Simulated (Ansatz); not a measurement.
This concerns the formation energy of TaAs (I4₁md) from the elements. Reaction: As (R-3m) + Ta (bcc) → TaAs (I4₁md). Negative: the products are lower in energy. The value is per atom of the solid.

TaAs (I4₁md), 4 atoms in the cell, k-point mesh 10×10×10 on the run's own vectors.
```
CELL_PARAMETERS angstrom
      0.00000    -3.43190     0.00000
      3.43190     0.00000     0.00000
     -1.71595     1.71595     5.78915
ATOMIC_POSITIONS crystal
  Ta 0.50037 0.50037 0.00074
  Ta 0.25037 0.75037 0.50074
  As 0.08223 0.08223 0.16446
  As 0.83223 0.33223 0.66446
```

As (R-3m), 2 atoms in the cell, k-point mesh 12×12×12 on the run's own vectors. Conventional cell: a = b = 3.7842 Å, c = 10.1021 Å, α = β = 90.00°, γ = 120.00°.

Ta (bcc, Im-3m), 1 atom in the cell, k-point mesh 26×26×26 on the run's own vectors. Conventional cell: a = 3.2870 Å, b = 3.2870 Å, c = 3.2870 Å, α = 90.00°, β = 90.00°, γ = 90.00°.

All numbers come from Ansatz (a quantum-chemistry and plane-wave program), plane waves with PAW, its PAW set soft_1, cutoff 420 eV, 500 eV for r2SCAN. The structures are at rest with PBE+D3(BJ); other levels are single points on them. HSE06 runs on coarser k-point meshes, mended by the PBE difference between the two meshes. Some cells are metallic or hold partly filled levels, where a hybrid on a coarse mesh is less sure. Neutral cells; Fermi-Dirac smearing of at most 0.10 eV in the solids, energies taken to zero width. The lattices are those relaxed with PBE+D3(BJ), so at other levels the solids can be strained, which adds to the spread. A dispersion term (D3(BJ), or D4 for r2SCAN) was computed beside these levels and is taken off wherever the name lacks it. Nuclei at rest; no vibrational terms. Spin-orbit coupling is left out.

Question: Predict the value from PBE.

Answer: -0.55 eV/atom, for As (R-3m) + Ta (bcc) → TaAs (I4₁md).

Question: What do the other levels give, and how wide is the spread?

Answer: 
| Method | value (eV/atom) | less PBE |
|---|---|---|
| PBE+D3(BJ) | -0.61 | -0.06 |
| r2SCAN | -0.65 | -0.10 |
| HSE06 | -0.74 | -0.19 |

The levels span 0.19 eV/atom, from HSE06 (-0.74) to PBE (-0.55).
